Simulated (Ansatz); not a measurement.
SnClF (Pnma, No. 62) was calculated with LDA in Ansatz (PAW).

Numerical settings: plane-wave cutoff 520 eV, 6×8×4 k mesh (along the axes of the cell as run), Fermi–Dirac smearing 0.01 eV, scalar-relativistic PAW data made under PBE.

Computed at the level's own relaxed cell.

**Question.** Give the computed band gap and Γ–Γ gap.

**Answer.** 
- band gap = 2.90 eV
- Γ–Γ gap = 3.52 eV

Note: the volume lies 10 % below that of the published cell.

Spin–orbit coupling is not included.

Computed values are for the static lattice.

Computing time: around 4 core-minutes (rough).

Ansatz is an electronic-structure program.
